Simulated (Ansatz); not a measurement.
# Cd(GaSe2)2: energy against strain

Cd(GaSe2)2 (I-4, 25.251 Å³/atom and stress up to 0.01 GPa in the relaxed cell, c along z) under a strain ε along c (axis z), the other axes held. PBEsol in Ansatz, a plane-wave DFT program (PAW, default set), 420 eV, 8×8×8 Γ-centred mesh, Fermi-Dirac smearing 0.05 eV; ions are relaxed, or left where forces stay under 0.02 eV/Å, within the symmetry of each cell.

Here s stands for strain and y for E less E0.

| strain (%) | E less E0 (meV/atom) |
|---|---|
| -1.50 | 0.98 |
| -0.75 | 0.25 |
| 0.00 | 0.00 |
| 0.75 | 0.23 |
| 1.50 | 0.93 |
| 3.00 | ? |

Question: Fit y against s with a parabola, and predict the withheld value at s = 3.00.

Answer: Least squares gives y = 0.001 - 0.0160·s + 0.4241·s². Residuals (row less fit): 0.001, -0.002, -0.001, 0.002, -0.001; standard error 0.002 (degrees of freedom: 2). Twice the quadratic coefficient over the volume, 2 × 0.4241 meV × 10⁴ × 0.1602 / 25.251 Å³, is the elastic constant C33 = 53.8 ± 0.1 GPa (± standard error of the fit, which holds the terms cut off). At the withheld row, y = 0.001 - 0.0160 × 3.00 + 0.4241 × 3.00² = 3.770 meV/atom. The calculation gives 3.71 meV/atom, 0.060 meV/atom below the prediction (1.6 % of the range of y in the table). The row lies outside the fitted rows, so this is an extrapolation. The scatter of the fitted rows lies at the last printed digit.

A polynomial of degree 3 through the 8 other runs of the series gives 3.71 there, so most of the miss is curvature that the fit leaves out. The start is a measured cell from the literature; how it stands against other phases or cation orders wasn't checked. Rows are the converged runs of the series near zero and its far end; series whose fitted rows scatter by over a few per cent of the range, as at a crossing or softening among them, aren't shown in this form, nor equations of state whose B0' disagrees with the runs' pressures. Most that stay on the fit to the last digits aren't either.
